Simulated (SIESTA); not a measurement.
Worked example: self-consistent single point of Ni3Se2 (R32, 5 atoms in the cell) in SIESTA.

Method: LDA PW92, numerical atomic orbitals DZP, PseudoDojo LDA standard norm-conserving potentials (rewritten from UPF to PSML) run with SIESTA.

The change in words: lattice scaled by 0.98. Reference geometry:
```
Ni3Se2
1.0
    2.93861     1.69661     2.35543
   -2.93861     1.69661     2.35543
    0.00000    -3.39322     2.35543
Ni Se
3 2
Direct
  0.24677   0.75323   0.00000
  0.00000   0.24677   0.75323
  0.75323   0.00000   0.24677
  0.25788   0.25788   0.25788
  0.74212   0.74212   0.74212
```

Reference input (self-consistent single point, DFT, LDA PW92, numerical atomic orbitals DZP, PseudoDojo LDA standard norm-conserving potentials (rewritten from UPF to PSML)): XC.functional = LDA; XC.authors = PW92; potentials = PseudoDojo LDA standard; PAO.BasisSize = DZP; PAO.EnergyShift = 0.01 Ry; MeshCutoff = 400 Ry; kgrid.MonkhorstPack = 7 7 7; OccupationFunction = MP; OccupationMPOrder = 0; ElectronicTemperature = 100 meV; MaxSCFIterations = 150; SCF.Mixer.Method = Pulay. This run's input differs from it in these lines:

```diff
@@ -12,5 +12,5 @@
 %block LatticeVectors
-     2.938610000    1.696607000    2.355428000
-    -2.938610000    1.696607000    2.355428000
-     0.000000000   -3.393215000    2.355428000
+     2.879838000    1.662675000    2.308319000
+    -2.879838000    1.662675000    2.308319000
+     0.000000000   -3.325351000    2.308319000
 %endblock LatticeVectors
@@ -18,7 +18,7 @@
 %block AtomicCoordinatesAndAtomicSpecies
-    -1.488317807    1.696607000    2.355428000  1
-    -0.725146097   -2.137225074    2.355428000  1
-     2.213463903    0.440617074    2.355428000  1
-    -0.000000000   -0.000000258    1.822253318  2
-     0.000000000   -0.000000742    5.244030682  2
+    -1.458551552    1.662675000    2.308319000  1
+    -0.710643224   -2.094480764    2.308319000  1
+     2.169194776    0.431804764    2.308319000  1
+    -0.000000000   -0.000000258    1.785807911  2
+    -0.000000000   -0.000000742    5.139149089  2
 %endblock AtomicCoordinatesAndAtomicSpecies
```

Output, abridged:

```
        iscf     Eharris(eV)        E_KS(eV)     FreeEng(eV)     dDmax    Ef(eV) dHmax(eV)
   scf:    1   -20229.227198   -20263.767497   -20263.779552  0.892666 -1.383686 14.507855
   scf:    2   -20272.150240   -20274.721239   -20274.727597  0.306949 -3.369100  3.158701
   scf:    3   -20275.713533   -20275.472616   -20275.480511  0.038212 -3.100105  1.412871
   scf:    4   -20275.610299   -20275.557891   -20275.566313  0.039342 -3.194887  0.181186
   scf:    5   -20275.558258   -20275.558989   -20275.567450  0.006472 -3.220220  0.099904
   [... 2 lines left out ...]
   scf:    8   -20275.559841   -20275.559838   -20275.568350  0.000105 -3.201550  0.008675
   scf:    9   -20275.559849   -20275.559849   -20275.568351  0.000345 -3.204019  0.007197
   scf:   10   -20275.559848   -20275.559850   -20275.568355  0.000184 -3.203041  0.000800
   scf:   11   -20275.559850   -20275.559850   -20275.568355  0.000015 -3.203137  0.000048
SCF Convergence by DM+H criterion
max |DM_out - DM_in|         :     0.0000148938
max |H_out - H_in|      (eV) :     0.0000476078
SCF cycle converged after 11 iterations

Using DM_out to compute the final energy and forces

siesta: E_KS(eV) =           -20275.5598

siesta: E_KS - E_eggbox =    -20275.5598

siesta: Atomic forces (eV/Ang):
     1    0.425203    0.000000    0.000000
     2   -0.212600    0.368236    0.000000
     3   -0.212600   -0.368236   -0.000000
     4   -0.000001   -0.000000    1.445558
     5   -0.000001    0.000000   -1.445558
   Tot    0.000001   -0.000000   -0.000000
   Max    1.445558
   Res    0.561051    sqrt( Sum f_i^2 / 3N )
   Max    1.445558    constrained

Stress tensor Voigt[x,y,z,yz,xz,xy] (kbar):     -130.34     -130.34     -178.03       -0.00        0.00        0.00
   [... lines left out ...]
siesta: FreeEng =    -20275.568355
siesta: Cell volume =         66.316651 Ang**3
siesta:         146.23715178        200.25767443  kBar
   [... lines left out ...]
              2.004   2.003   2.005   2.003   2.004   0.130   0.113   0.137

              0.113   0.130

mulliken: Qtot =       86.000

Mulliken Atomic Populations:
Atom #   charge [q] valence [e]  Species
     1     0.056295   17.943705  Ni
     2     0.056296   17.943704  Ni
     3     0.056296   17.943704  Ni
     4    -0.084443   16.084443  Se
     5    -0.084443   16.084443  Se
 Total    -0.000000
```

The run converged in 11 iterations. Against the reference run the free energy goes up by 43.5 meV/atom, the pressure goes from 2.87 to 14.62 GPa and the largest force goes from 0.961 to 1.446 eV/Å.

The starting cell comes from a database of computed structures (which also holds hypothetical and non-ambient phases and stackings), without a prior relaxation at this level. Its lattice was rescaled by a random factor within 2.5 % of one. For this run, on top of that: lattice scaled by 0.98. Spin polarisation is off, so a magnetic state, if there is one, cannot be reached. Values carry the incompleteness of an atom-centred basis. With a pressure of about 15 GPa the cell is away from its equilibrium volume at this level. Forces in this geometry exceed 1 eV/Å.

Cost on one core of a shared machine: roughly 30 s.
